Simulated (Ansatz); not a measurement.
S on the 1x1 (111) surface of fcc Pt, one in a 1x1 cell, energies for each (6.8 Å²). Energies are against ⅛ S8(g), without zero-point or thermal terms; each row is named by its start. No converged result for: 1 more start.

Level of theory: PBE (plane waves to 420 eV, PAW; Ansatz, a quantum-chemistry and plane-wave program).

Set-up: 5 atoms, 6.9 Å thick at the start under the adsorbate (thin: gaps and levels are the slab's own); mesh 12x12x1; 0.1 eV smearing; dipole correction on; 2 atoms held, the rest relaxed; each run with such symmetry as its start has; no spin, no spin-orbit, no U, no dispersion correction.

A negative adsorption energy means that the adsorbate is more stable on the surface than in its reference. Starts that drift may end in the same place. Heights count from the host atoms within 0.3 Å of the top one.

| starting site | E_ads (eV) | height (Å) | nearest host atom (Å) | bonded to | Δ work function (eV) | lateral drift (Å) |
|---|---|---|---|---|---|---|
| hollow Pt-Pt-Pt over Pt at depth 2.3 Å | (withheld) | 1.88 | Pt 2.48 | 3 Pt | (withheld) | 0.0 |
| hollow Pt-Pt-Pt over Pt at depth 4.6 Å | 0.17 | 1.85 | Pt 2.46 | 3 Pt | -1.10 | 0.0 |
| bridge Pt-Pt (span 2.8 Å) | 0.17 | 1.85 | Pt 2.45 | 3 Pt | -1.10 | 0.8 |

Some entries are withheld; supply them.


- hollow Pt-Pt-Pt over Pt at depth 2.3 Å, E_ads (eV): 0.28
- hollow Pt-Pt-Pt over Pt at depth 2.3 Å, Δ work function (eV): -1.02
